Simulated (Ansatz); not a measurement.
**SiC: pressure series**

The parent structure is SiC in the zinc blende structure (space group F-43m, No. 216; a = 4.356 Å).

Cell and atoms are relaxed at each pressure.

Calculations: Ansatz (a program for electronic structure) r2SCAN, no spin-orbit coupling.

Candidates:
(a) pressure 22.5 GPa
(b) pressure 0.9 GPa
(c) pressure 9 GPa

For the base:

```
Item        Value
--------  -------
Band gap  1.71 eV
```

Problem. Order them by band gap, highest first.

Solution. (b) pressure 0.9 GPa (1.71 eV), (c) pressure 9 GPa (1.69 eV), (a) pressure 22.5 GPa (1.65 eV)

Load acts through the strain it causes; cell and atoms are relaxed under it. Stability against distortions was not tested. Competing high-pressure phases were not computed.
